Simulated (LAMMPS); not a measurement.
System: a melt made from Cu (fcc) with 75 % of Cu sites Au, 4000 atoms, at 1270 K and 0 GPa, brought to that temperature within a few picoseconds.

Method: classical MD, pair style eam, the elements' _u3.eam files (universal-3 set of Foiles, Baskes and Daw); code LAMMPS.

### Question
Estimate the coordination number of Cu by Cu, the first peak of g(r), Au-Au, the coordination number of Cu by Au, the most common Au-Cu-Au angle, the mean frequency of the velocity spectrum for this model.

### Answer
coordination number of Cu by Cu: 2.38 (counted to 3.62 Å); first peak of g(r), Au-Au: 2.78 Å, height 2.5; coordination number of Cu by Au: 9.7 (counted to 3.74 Å); most common Au-Cu-Au angle: in the 3° bin centred on 58.5° (mean of all 97°); mean frequency of the velocity spectrum: 2.4 THz.

Caution: a run this short can hold a crystal over, or a liquid under, the potential's melting point.
